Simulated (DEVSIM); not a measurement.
System: abrupt GaP p-n junction, at 300 K.

```csv
layer (left to right),material,thickness (μm),Nd (cm⁻³),Na (cm⁻³),τn (s),τp (s)
1,GaP,2.00,-,3.6e18,2.4e-6,2.4e-6
2,GaP,32.0,3.9e14,-,2.4e-6,2.4e-6
```

Left contact: ohmic. Right contact: ohmic. Voltage is applied to the left contact. Recombination: SRH at mid-gap, radiative, Auger. Mobility is μmin + (μ − μmin)/(1 + (N/Nref)^α).

The device is made up for the run: typed textbook-type constants, with dimensions and the other settings drawn at random. Values at 300 K; Nc and Nv go as T^1.5, mobilities as T to minus their exponent, the gap by Varshni's rule with the affinity fixed.

| parameter | GaP |
|---|---|
| gap (eV) | 2.26 |
| affinity (eV) | 3.8 |
| permittivity | 11.1 |
| Nc (cm⁻³) | 1.8e19 |
| Nv (cm⁻³) | 1.9e19 |
| μn (cm²/Vs) | 250 |
| μp (cm²/Vs) | 150 |
| μn,min | 10 |
| μp,min | 10 |
| Nref,n | 4.4e18 |
| Nref,p | 1e18 |
| αn | 0.8 |
| αp | 0.85 |
| T exponent of μn | 1.6 |
| T exponent of μp | 1.98 |
| B (cm³/s) | 1e-13 |
| Cn (cm⁶/s) | 1e-30 |
| Cp (cm⁶/s) | 1e-30 |
| Varshni α (eV/K) | 0.00058 |
| Varshni β (K) | 372 |

Simulated with DEVSIM: 1D drift-diffusion, Boltzmann statistics, complete ionisation; no tunnelling, impact ionisation, image-force lowering or self-heating.

Base results: dark forward voltage at 1 A/cm² (V) 1.813; potential step across the device at zero bias (V) 1.939; largest field in the device at zero bias (V/cm) 110000.

Problem. What follows from this one change: temperature 300 → 250 K?

Solution. dark forward voltage at 1 A/cm² 1.813 → 1.912 V; potential step across the device at zero bias 1.939 → 2.024 V; largest field in the device at zero bias 110000 → 98000 V/cm.

Problem. What follows from this one change: thickness of layer 2 32 → 6.4 μm?

Solution. dark forward voltage at 1 A/cm² 1.813 → 1.745 V; potential step across the device at zero bias little changed (1.939 V); largest field in the device at zero bias little changed (110000 V/cm).

Problem. What follows from this one change: doping Nd of layer 2 3.9e+14 → 1.2e+13 cm^-3?

Solution. dark forward voltage at 1 A/cm² 1.813 → 1.820 V; potential step across the device at zero bias 1.939 → 1.849 V; largest field in the device at zero bias little changed (110000 V/cm).
